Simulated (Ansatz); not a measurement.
The structure below was relaxed with PBEsol in Ansatz (plane waves to 420 eV, PAW, no spin-orbit coupling), at pressure 4.5 GPa.

Space group F-43m (No. 216); a = 4.464 Å, b = 4.464 Å, c = 4.464 Å, α = 90.00°, β = 90.00°, γ = 90.00°

```csv
atom,site,symmetry,x,y,z
Ga,4a,-43m,0.0000,0.0000,0.0000
N,4d,-43m,0.7500,0.7500,0.7500
```

Write out a cell with all atoms.


```xyz
8
Lattice="4.4641 0.0000 0.0000 0.0000 4.4641 0.0000 0.0000 0.0000 4.4641" Properties=species:S:1:pos:R:3 pbc="T T T"
Ga     0.0000     0.0000     0.0000
N      1.1160     1.1160     3.3481
Ga     0.0000     2.2321     2.2321
N      1.1160     3.3481     1.1160
Ga     2.2321     0.0000     2.2321
N      3.3481     1.1160     1.1160
Ga     2.2321     2.2321     0.0000
N      3.3481     3.3481     3.3481
```
This is the conventional cell.

Load acts through the strain it causes; cell and atoms are relaxed under it. Whether these cells are dynamically stable was not tested. Tetrahedral semiconductors of this kind turn to denser phases somewhere between about 1 and 50 GPa; those were not computed, so compressed cells here can lie past the real transition. The cell was made from GaN in the zinc blende structure (space group F-43m, No. 216) by this change: pressure 4.5 GPa. This is not the structure that GaN has at room temperature and ambient pressure.

Ansatz is an electronic-structure program.
